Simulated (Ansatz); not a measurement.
F on the 1x1 (110) surface of bcc W, one in a 2x2 cell: adsorption energies (eV for each) against ½ F2(g) in Ansatz (plane waves, PAW). Structures relaxed with PBE; the other functionals are single points on them, with slab and gas at the same level. No dispersion, zero-point or thermal terms. Rows are starts at which the adsorbate stayed.

Slab: 17 atoms, 6.6 Å thick at the start under the adsorbate (thin: gaps and levels are the slab's own); k 6x6x1, smearing 0.1 eV, dipole-corrected; 8 atoms held, the rest relaxed; each run with such symmetry as its start has; no spin, no spin-orbit, no U, no dispersion correction.

```
site                       PBE  RPBE  r2SCAN
-----------------------  -----  ----  ------
top W                    -3.77     …   -4.00
hollow W-W-W             -3.70     …   -4.04
bridge W-W (span 2.8 Å)  -3.78     …   -4.08
bridge W-W (span 3.2 Å)  -3.26     …   -3.59
```

Problem. Some entries are withheld; supply them.

Solution. 
- top W, RPBE: -3.65
- hollow W-W-W, RPBE: -3.49
- bridge W-W (span 2.8 Å), RPBE: -3.58
- bridge W-W (span 3.2 Å), RPBE: -3.06

RPBE moves the energies by 0.18 eV on average against PBE and the two lowest sites lie within 0.02 eV at one of the levels. r2SCAN moves the energies by -0.30 eV on average against PBE and the two lowest sites lie within 0.02 eV at one of the levels.

Ansatz is a first-principles code.
